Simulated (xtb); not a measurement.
xtb 6.7.1, GFN1-xTB: O=S(=O)(c1c(F)c(F)cc(F)c1F)c1c(F)c(F)cc(F)c1F, 25 atoms. The geometry is a generated start, not checked to be a minimum at this level.

```yaml
run_flags: --grad
method: GFN1-xTB
"--acc": 1 (default)
"--etemp (K)": 300 (default)
basis_functions: 102
valence_electrons: 124
```

```xyz
25

O     -0.4535    -2.5618     0.6001
S     -0.0536    -1.5883    -0.3967
O      0.2995    -2.0028    -1.7401
C     -1.4163    -0.4913    -0.4921
C     -2.2871    -0.5309    -1.5721
F     -2.1320    -1.4108    -2.5682
C     -3.3661     0.3506    -1.6196
F     -4.2100     0.3183    -2.6590
C     -3.5878     1.2678    -0.5987
C     -2.7142     1.2886     0.4805
F     -2.9161     2.1667     1.4711
C     -1.6339     0.4123     0.5400
F     -0.8096     0.4606     1.5956
C      1.3743    -0.7536     0.1812
C      2.2236    -1.3509     1.1021
F      1.9972    -2.5838     1.5705
C      3.3554    -0.6655     1.5409
F      4.1790    -1.2356     2.4299
C      3.6511     0.6075     1.0671
C      2.7977     1.1882     0.1381
F      3.0707     2.4138    -0.3271
C      1.6651     0.5130    -0.3089
F      0.8624     1.1036    -1.2049
H     -4.4295     1.9502    -0.6433
H      4.5336     1.1341     1.4136
```

One run each on 1 thread. Values of broydamp tried: 0.02, 0.05, 0.1, 0.2, 0.4 (default), 0.6, 0.8, 1.

Problem. Predict the course of the SCC iterations along this series.

Solution. Fewest SCC iterations, within one of each other: 0.2 with 13, 0.4 (default) with 13. The count rises to 23 at 0.02. All converge to one solution.

```csv
broydamp,SCC iterations,end
0.02,23,same solution
0.05,20,same solution
0.1,16,same solution
0.2,13,same solution
0.4 (default),13,same solution
0.6,16,same solution
0.8,18,same solution
1,20,same solution
```
